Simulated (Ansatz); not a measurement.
Band structure of OsN (Pm-3m, 2 atoms in the cell).

```
OsN
1.0
    2.65974     0.00000     0.00000
    0.00000     2.65974     0.00000
    0.00000     0.00000     2.65974
Os N
1 1
Cartesian
  0.00000   0.00000   0.00000
  1.32987   1.32987   1.32987
```

Computed with PBE with spin-orbit coupling, harder PAW files (source: ansatz) (plane waves; Ansatz, a quantum-chemistry and plane-wave program).

Settings: basis.ecutwfc = 870 eV; kpoints.mp_grid.grid = 8 8 8; hamiltonian.xc = pbe; hamiltonian.pseudopotentials = {kind: paw, source: ansatz}; magnetization.noncollinear = true; magnetization.spin_orbit = true; scf.occupations.method = methfessel_paxton; scf.occupations.width = 0.2 eV; kpoints.band_path.npoints = 10.

The starting cell was generated: these elements placed on a structure prototype, without a prior relaxation; it need not be a known phase or ordering of this composition. Its lattice was rescaled by a random factor within 2.5 % of one.

Levels in eV from the Fermi level, bands 17 to 24:
```
point     17     18     19     20     21     22     23     24
-----  -----  -----  -----  -----  -----  -----  -----  -----
Γ      -2.90  -2.90  -2.90  -2.90   0.07   0.07   0.07   0.07
X      -5.57  -5.57   0.72   0.72   1.28   1.28   3.09   3.09
M      -2.32  -2.32  -2.11  -2.11  -2.06  -2.06  -1.08  -1.08
R       2.61   2.61   2.61   2.61   4.21   4.21   4.21   4.21
```

Bands cross the Fermi level along this path, so the cell is metallic at this level.

The net moment of the cell came out as 0.00 μB.

Keys are those of Ansatz 0.2.
